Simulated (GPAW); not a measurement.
Worked example: self-consistent single point of LiMg (Amm2, 6 atoms in the cell) in GPAW.

Method: PBEsol, GPAW PAW datasets PBEsol (made by gpaw-setup) (plane waves; GPAW).

```yaml
crystal:
  lattice:
    - [4.89958, 0.00000, 0.00000]
    - [0.00000, 1.70043, 7.34607]
    - [0.00000, -1.70043, 7.34607]
  atoms:
    - { symbol: Li, position: [0.00000, 0.30594, 0.30594] }
    - { symbol: Li, position: [0.50000, 0.47486, 0.47486] }
    - { symbol: Li, position: [0.50000, 0.13544, 0.13544] }
    - { symbol: Mg, position: [0.00000, 0.96800, 0.96800] }
    - { symbol: Mg, position: [0.00000, 0.64382, 0.64382] }
    - { symbol: Mg, position: [0.50000, 0.80526, 0.80526] }
```

Reference input (self-consistent single point, DFT LDA (Perdew-Wang 92), plane waves, GPAW PAW datasets LDA (gpaw-data 1.0.1)): mode = pw; ecut = 800 eV; xc = LDA; kpts = 5 7 7; mesh shift (steps) = 0 0 0; occupations.name = methfessel-paxton; occupations.width = 0.2 eV; occupations.order = 0; nbands = -12; convergence.density = 1e-05 e/electron; convergence.energy = 1e-05 eV/electron; symmetry.symmorphic = false. This run's input differs from it in these lines:

```diff
@@ -17,3 +17,3 @@
 calc = GPAW(mode=PW(800),
-            xc='LDA',
+            xc='PBEsol',
             kpts=(5, 7, 7),
```

Its files differ too (potentials: GPAW PAW datasets PBEsol (made by gpaw-setup)).

Output (repeated stretches shortened):

```
     iter     time        total  log10-change:
                         energy   eigst   dens
iter:   1 --:--:--   -12.081409
iter:   2 --:--:--   -12.070968   -0.39  -1.31
iter:   3 --:--:--   -11.787959   -0.85  -1.34
iter:   4 --:--:--   -11.794505   -1.46  -1.74
iter:   5 --:--:--   -11.785625   -2.12  -1.86
iter:   6 --:--:--   -11.785420   -2.84  -2.31
iter:   7 --:--:--   -11.783168   -3.68  -2.41
iter:   8 --:--:--   -11.782651   -4.26  -2.74
iter:   9 --:--:--   -11.782507   -5.03  -2.98
iter:  10 --:--:--   -11.782506c  -6.06  -3.35
iter:  11 --:--:--   -11.782510c  -5.68  -3.37
iter:  12 --:--:--   -11.782502c  -6.54  -3.84
iter:  13 --:--:--   -11.782502c  -7.46c -3.94
iter:  14 --:--:--   -11.782502c  -8.14c -3.98
iter:  15 --:--:--   -11.782501c  -7.51c -4.03
iter:  16 --:--:--   -11.782501c  -7.65c -4.14
iter:  17 --:--:--   -11.782500c  -8.00c -4.29
iter:  18 --:--:--   -11.782500c  -8.95c -4.36
iter:  19 --:--:--   -11.782500c  -8.18c -4.41
iter:  20 --:--:--   -11.782501c  -8.33c -4.56
iter:  21 --:--:--   -11.782501c  -9.36c -4.79
iter:  22 --:--:--   -11.782502c  -9.01c -4.82
iter:  23 --:--:--   -11.782501c  -9.83c -5.02c
Converged after 23 iterations.

Dipole moment: (0.000000, 0.000000, 9.697164) |e|*Ang

Energy contributions relative to reference atoms: (reference = -16916.163614)

Kinetic:         +1.514218
Potential:       +2.966760
External:        +0.000000
XC:             -16.117131
Entropy (-ST):   -0.046456
Local:           -0.123121
SIC:             +0.000000
--------------------------
Free energy:    -11.805729
Extrapolated:   -11.782501

Showing only first 2 kpts
 Kpt  Band  Eigenvalues  Occupancy
  0    14     -1.00137    2.00000
  0    15      1.48648    2.00000
  0    16      3.43996    0.00000
  0    17      4.09459    0.00000

  1    14     -0.04581    2.00000
  1    15      2.48730    0.01949
  1    16      2.96722    0.00000
  1    17      3.00436    0.00000

Fermi level: 2.15693

No gap
   [... lines left out ...]
  0 Li    0.00000    0.00000   -0.00196
  1 Li    0.00000    0.00000    0.00334
  2 Li    0.00000    0.00000    0.00158
  3 Mg    0.00000    0.00000    0.02672
  4 Mg    0.00000    0.00000   -0.03180
  5 Mg    0.00000    0.00000    0.00212

Stress tensor:
     0.001950     0.000000     0.000000
     0.000000     0.004570     0.000000
     0.000000     0.000000     0.001394
Stress (GPa, Voigt): [0.3124 0.7322 0.2234 0.     0.     0.    ]
```

The run converged in 23 iterations. GPAW prints stress with tension positive. Against the reference run the pressure goes from -1.60 to -0.42 GPa and the largest force goes from 0.049 to 0.032 eV/Å.

The starting cell comes from a database of computed structures (which also holds hypothetical and non-ambient phases and stackings), without a prior relaxation at this level.

Cost on one core of a shared machine: roughly 3 min.
